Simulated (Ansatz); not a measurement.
Base system: WSi$_{2}$ (space group I4/mmm, No. 139; a = 3.202 Å, c = 7.818 Å; relaxed with 0.1 eV smearing). Axes: x, y, z lie along a, b, c of the conventional cell.

Level of theory: plane-wave PAW DFT at the PBEsol level (Ansatz, an electronic-structure program, 420 eV), spin-orbit coupling left out.

For the base:

- Volume per atom: 13.36 Å³

It is then changed as follows: compressive biaxial strain of 1.00 % in the plane normal to [001], as in epitaxy on a mismatched substrate; the out-of-plane cell vector and the atoms relax.

Problem. What happens to the in-plane stress?

Solution. The mean in-plane stress (compression positive) is +5.5 GPa.

Problem. Estimate the effect on the volume per atom.

Solution. The volume per atom falls by 0.216 Å³ to 13.15 Å³.

Stability against distortions was not tested. All final runs are without spin polarisation.
